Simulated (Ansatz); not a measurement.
Band structure of Au (Fm-3m, 1 atom in the cell).

```
CELL_PARAMETERS angstrom
      0.00000     2.11693     2.11693
      2.11693     0.00000     2.11693
      2.11693     2.11693     0.00000
ATOMIC_POSITIONS crystal
  Au 0.00000 0.00000 0.00000
```

Method: PBE (plane waves, PAW; Ansatz, a program for electronic structure).

Settings: basis.ecutwfc = 420 eV; kpoints.mp_grid.grid = 13 13 13; hamiltonian.xc = pbe; hamiltonian.pseudopotentials = {kind: paw} (the program's default PAW files); scf.occupations.method = gaussian; scf.occupations.width = 0.136 eV; kpoints.band_path.npoints = 8.

The starting cell comes from a database of computed structures (which also holds hypothetical and non-ambient phases and stackings), without a prior relaxation at this level. Its lattice was rescaled by a random factor within 2.5 % of one. Spin-orbit coupling is off.

Levels in eV from the Fermi level, bands 6 to 13:
```csv
point,6,7,8,9,10,11,12,13
Γ,-4.29,-4.29,-4.29,-3.03,-3.03,14.43,17.82,17.82
X,-6.01,-2.07,-1.77,-1.77,1.17,4.84,9.56,9.56
W,-4.65,-4.65,-3.13,-1.77,4.04,5.83,5.83,8.66
K,-5.21,-3.52,-2.78,-2.13,3.36,4.28,6.72,11.82
L,-4.31,-4.31,-2.03,-2.03,-0.62,2.41,13.87,16.17
U,-5.21,-3.52,-2.78,-2.13,3.36,4.28,6.72,11.82
```

Bands cross the Fermi level along this path, so the cell is metallic at this level.

Keys are those of Ansatz 0.2.
